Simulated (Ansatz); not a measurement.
Structures of equal composition on the (111)A surface of 3C silicon carbide (Si plane on top): (√3x√3)R30° Ga adatom at H3; (√3x√3)R30° Ga adatom at T4. The slabs share one bottom face, and each structure is named by its start. These are constructed structures in small cells; real faces may alloy, dewet or reconstruct in larger ones, and not all known structures of the face are among them. Slabs of about 10 Å, Fermi-Dirac smearing of 0.025 eV. Bottom of the slabs: H caps. Relaxed from the named starts with such symmetry as they have, on meshes of like density; energies extrapolated to zero smearing; spin only where a row says so; no spin-orbit coupling, no U. Brackets mark spin-polarised runs, whose order is one that fits the cell. Where a second, spin-polarised start was run, the lower counts.

Calculation: PBE (plane waves to 420 eV, PAW; Ansatz, a program for electronic structure).

Q: Put the candidates in order of energy per 1x1 cell, lowest first, for PBE.

A: (√3x√3)R30° Ga adatom at T4 (0.000 eV, gap 1.71 eV on the mesh), (√3x√3)R30° Ga adatom at H3 (0.199 eV, gap 1.16 eV on the mesh)
